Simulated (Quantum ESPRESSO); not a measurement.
Worked example: self-consistent single point of BaMg₃ (P1, 4 atoms in the cell) in Quantum ESPRESSO.

Method of the run: LDA (PZ), GBRV 1.5 ultrasoft (LDA) pseudopotentials (plane waves; Quantum ESPRESSO).

The change in words: atoms moved at random. Reference geometry:
```yaml
crystal:
  lattice:
    - [3.63340, 0.00000, 0.00000]
    - [0.00000, 5.19982, 0.00000]
    - [0.00000, 0.00000, 6.71728]
  atoms:
    - { symbol: Ba, position: [0.00000, 0.00000, 0.15934] }
    - { symbol: Mg, position: [0.50000, 0.00000, 0.65900] }
    - { symbol: Mg, position: [0.50000, 0.50000, 0.40545] }
    - { symbol: Mg, position: [0.00000, 0.50000, 0.77620] }
```

Reference input (self-consistent single point, DFT, LDA (PZ), plane waves, GBRV 1.5 ultrasoft (LDA) pseudopotentials): ecutwfc = 40 Ry; ecutrho = 200 Ry; occupations = smearing; smearing = gaussian; degauss = 0.0073499 Ry; potentials = {Ba: ba_lda_v1.uspp.F.UPF, Mg: mg_lda_v1.4.uspp.F.UPF}; K_POINTS = automatic 7 5 4 0 0 0; conv_thr = 1e-10 Ry; mixing_beta = 0.5. This run's input differs from it in these lines:

```diff
@@ -29,6 +29,6 @@
 ATOMIC_POSITIONS crystal
-Ba    0.0000000000    0.0000000000    0.1593400000
-Mg    0.5000000000    0.0000000000    0.6590000000
-Mg    0.5000000000    0.5000000000    0.4054500000
-Mg    0.0000000000    0.5000000000    0.7762000000
+Ba    0.0054430000    0.0051890000    0.1623240000
+Mg    0.4858960000    0.0035480000    0.6576380000
+Mg    0.5103430000    0.4891810000    0.4082790000
+Mg   -0.0016830000    0.5020830000    0.7717500000
 K_POINTS automatic
```

Output, abridged:

```
     Self-consistent Calculation

     iteration #  1     ecut=    40.00 Ry     beta= 0.50

     Threshold (ethr) on eigenvalues was too large:
     Diagonalizing with lowered threshold

     negative rho (up, down):  9.270E-02 0.000E+00

     total energy              =    -445.46408816 Ry
     estimated scf accuracy    <       0.32897339 Ry

     iteration #  2     ecut=    40.00 Ry     beta= 0.50

     negative rho (up, down):  9.081E-02 0.000E+00

     total energy              =    -445.48502351 Ry
     estimated scf accuracy    <       0.08706855 Ry

     iteration #  3     ecut=    40.00 Ry     beta= 0.50

     negative rho (up, down):  8.927E-02 0.000E+00

     total energy              =    -445.49917946 Ry
     estimated scf accuracy    <       0.05424344 Ry

   [... 7 blocks of this kind left out ...]

     iteration # 11     ecut=    40.00 Ry     beta= 0.50

     negative rho (up, down):  8.878E-02 0.000E+00

     total energy              =    -445.50752448 Ry
     estimated scf accuracy    <          1.1E-10 Ry

     iteration # 12     ecut=    40.00 Ry     beta= 0.50

     negative rho (up, down):  8.878E-02 0.000E+00
     End of self-consistent calculation

     the Fermi energy is     5.5411 ev

!    total energy              =    -445.50752448 Ry
     estimated scf accuracy    <          8.5E-12 Ry
     smearing contrib. (-TS)   =      -0.00113121 Ry
     internal energy E=F+TS    =    -445.50639327 Ry

     convergence has been achieved in  12 iterations

     negative rho (up, down):  8.878E-02 0.000E+00

     Forces acting on atoms (cartesian axes, Ry/au):

     atom    1 type  1   force =    -0.00050176   -0.00583811   -0.00260192
     atom    2 type  2   force =     0.00211406   -0.00393197    0.00067381
     atom    3 type  2   force =    -0.00174801    0.00847676   -0.00170299
     atom    4 type  2   force =     0.00013571    0.00129332    0.00363110

     Total force =     0.012417     Total SCF correction =     0.000006

     negative rho (up, down):  8.878E-02 0.000E+00
          total   stress  (Ry/bohr**3)                   (kbar)     P=      -10.91
  -0.00007872   0.00000020   0.00000619          -11.58        0.03        0.91
   0.00000020  -0.00007350   0.00000674            0.03      -10.81        0.99
   0.00000619   0.00000674  -0.00007019            0.91        0.99      -10.33

   JOB DONE.
```

The run converged in 12 iterations. Against the reference run the free energy goes up by 3.4 meV/atom, the pressure goes from -1.22 to -1.09 GPa and the largest force goes from 0.026 to 0.227 eV/Å.

The starting cell comes from a database of computed structures (which also holds hypothetical and non-ambient phases and stackings), without a prior relaxation at this level. Its lattice was rescaled by a random factor within 2.5 % of one. For this run, on top of that: atoms moved at random.

Cost on one core of a shared machine: roughly 80 s.
